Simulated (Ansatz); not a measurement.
GeSi₃ (model structure, P-4m2, No. 115, 4 atoms in the cell) was calculated with PBEsol (PAW; Ansatz, an electronic-structure program).

Input:

Ansatz 0.2 input:
```yaml
crystal:
  lattice:
    - [3.8795095121, 0.0, 0.0]
    - [0.0, 3.8795095121, 0.0]
    - [0.0, 0.0, 5.4838787575]
  atoms:
    - { symbol: Si, position: [0.5, 0.0, 0.7551567621] }
    - { symbol: Si, position: [0.0, 0.0, 0.0] }
    - { symbol: Si, position: [0.0, 0.5, 0.2448432379] }
    - { symbol: Ge, position: [0.5, 0.5, 0.5] }
basis:
  ecutwfc: 520
  ecutrho_ratio: 4
  xc_grid: 2
kpoints:
  mp_grid: { grid: [10, 10, 6] }
  band_path:
    path:
      - [0.0, 0.0, 0.0]
      - [0.0, 0.071429, 0.0]
      - [0.0, 0.142857, 0.0]
      - [0.0, 0.214286, 0.0]
      - [0.0, 0.285714, 0.0]
      - [0.0, 0.357143, 0.0]
      - [0.0, 0.428571, 0.0]
      - [0.0, 0.5, 0.0]
      - [0.071429, 0.5, 0.0]
      - [0.142857, 0.5, 0.0]
      - [0.214286, 0.5, 0.0]
      - [0.285714, 0.5, 0.0]
      - [0.357143, 0.5, 0.0]
      - [0.428571, 0.5, 0.0]
      - [0.5, 0.5, 0.0]
      - [0.454545, 0.454545, 0.0]
      - [0.409091, 0.409091, 0.0]
      - [0.363636, 0.363636, 0.0]
      - [0.318182, 0.318182, 0.0]
      - [0.272727, 0.272727, 0.0]
      - [0.227273, 0.227273, 0.0]
      - [0.181818, 0.181818, 0.0]
      - [0.136364, 0.136364, 0.0]
      - [0.090909, 0.090909, 0.0]
      - [0.045455, 0.045455, 0.0]
      - [0.0, 0.0, 0.1]
      - [0.0, 0.0, 0.2]
      - [0.0, 0.0, 0.3]
      - [0.0, 0.0, 0.4]
      - [0.0, 0.0, 0.5]
      - [0.0, 0.071429, 0.5]
      - [0.0, 0.142857, 0.5]
      - [0.0, 0.214286, 0.5]
      - [0.0, 0.285714, 0.5]
      - [0.0, 0.357143, 0.5]
      - [0.0, 0.428571, 0.5]
      - [0.0, 0.5, 0.5]
      - [0.071429, 0.5, 0.5]
      - [0.142857, 0.5, 0.5]
      - [0.214286, 0.5, 0.5]
      - [0.285714, 0.5, 0.5]
      - [0.357143, 0.5, 0.5]
      - [0.428571, 0.5, 0.5]
      - [0.5, 0.5, 0.5]
      - [0.454545, 0.454545, 0.5]
      - [0.409091, 0.409091, 0.5]
      - [0.363636, 0.363636, 0.5]
      - [0.318182, 0.318182, 0.5]
      - [0.272727, 0.272727, 0.5]
      - [0.227273, 0.227273, 0.5]
      - [0.181818, 0.181818, 0.5]
      - [0.136364, 0.136364, 0.5]
      - [0.090909, 0.090909, 0.5]
      - [0.045455, 0.045455, 0.5]
      - [0.0, 0.5, 0.1]
      - [0.0, 0.5, 0.2]
      - [0.0, 0.5, 0.3]
      - [0.0, 0.5, 0.4]
      - [0.5, 0.5, 0.1]
      - [0.5, 0.5, 0.2]
      - [0.5, 0.5, 0.3]
      - [0.5, 0.5, 0.4]
    npoints: 1
hamiltonian:
  xc: pbesol
  dispersion: none
  pseudopotentials: { kind: paw }
scf:
  occupations: { method: fermi_dirac, width: 0.01 }
  convergence: { dr2_threshold: 0.0000000004 }
output:
  forces: true
  stress: true
  eigenvalues: true
  write_bands: true
```

Excerpt of the program's output:

```
Crystal: 4 atoms, lattice volume = 82.536 Å³
Basis set: ecut = 520 eV, 2237 PW (Γ), exchange–correlation on 60×60×90 points (8 copies of the dense FFT grid, shifted against one another)
Bands: 17, of which v1, the nominal top of the filled ones, is band 13 counted from 1 (12 counted from 0)
Symmetry: 8 space group operations
Space group: P-4m2 (ITA 115), of the structure as read, at distance tolerance 4.4e-5 Å
k-points: 84 of 600 (time reversal used)
Functional: x = pbesol(κ = 0.804, μ = 0.12345679012345678), c = pbesol(β = 0.046)
SCF iter   1: F=—  HF=-6117.941138 eV  |F-HF|=—  |Δ(HF+E_count)|=         —  Δρ=2.84e-3  dr2=8.67e-3
SCF iter   2: F=—  HF=-6117.938808 eV  |F-HF|=—  |Δ(HF+E_count)|=   2.33e-3  Δρ=1.22e-3  dr2=1.45e-3
  ...
SCF iter   7: F=—  HF=-6117.938586 eV  |F-HF|=—  |Δ(HF+E_count)|=   4.53e-9  Δρ=1.97e-6  dr2=3.29e-9
SCF iter   8: F=-6117.938586 eV  HF=-6117.938586 eV  |F-HF|=2.10e-10  |Δ(HF+E_count)|=  8.69e-10  Δρ=8.83e-7  dr2=3.75e-10
SCF 1 converged in 8 iterations: F = -6117.938586 eV  dr2 = 3.75e-10
SCF converged after 8 iterations
Free energy (F): -6117.938586 eV
Internal energy: -6117.938586 eV  (E = F + TS)
E sigma→0 (E₀):  -6117.938586 eV
Fermi energy:    6.951244 eV
--- Forces (eV/Å), atoms counted from 1 ---
  atom   1  Si     0.00000000     0.00000000    -0.00013478
  atom   2  Si    -0.00000000     0.00000000     0.00000000
  atom   3  Si     0.00000000    -0.00000000     0.00013478
  atom   4  Ge    -0.00000000     0.00000000     0.00000000
--- Stress (GPa, compression-positive) ---
       -0.010009       0.000000       0.000000
        0.000000      -0.010009       0.000000
        0.000000       0.000000      -0.010397
  P = ⅓ Tr σ = -0.0101 GPa (-0.101 kbar)
```

The PAW data were made under PBE.

Note: the relaxation could raise the start's symmetry but not lower it, so the cell can be a saddle point.

A model structure was made by putting elements into a prototype or built by hand; it is no filed structure, need not be a known phase, and can be a saddle point held by its symmetry.
